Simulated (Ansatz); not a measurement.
Start from Sn in the diamond structure (space group Fd-3m, No. 227; a = 6.540 Å; relaxed with 0.1 eV smearing). Axes: x, y, z lie along the cube axes.

Calculations: Ansatz (a first-principles code), PBEsol, PAW, cutoff 420 eV, spin-orbit coupling left out.

Base values:

- Pressure = 0.0 GPa

Perturbation: uniaxial strain ε_zz = +2.00 %, all other strain components held at zero; the atoms relax in the strained cell.

Question: Predict the new energy relative to the base and pressure.

Answer: The energy goes up by 2.6 meV/atom; the pressure (mean of the normal stresses, compression positive) goes from zero to -0.8 GPa.

Whether these cells are dynamically stable was not tested.
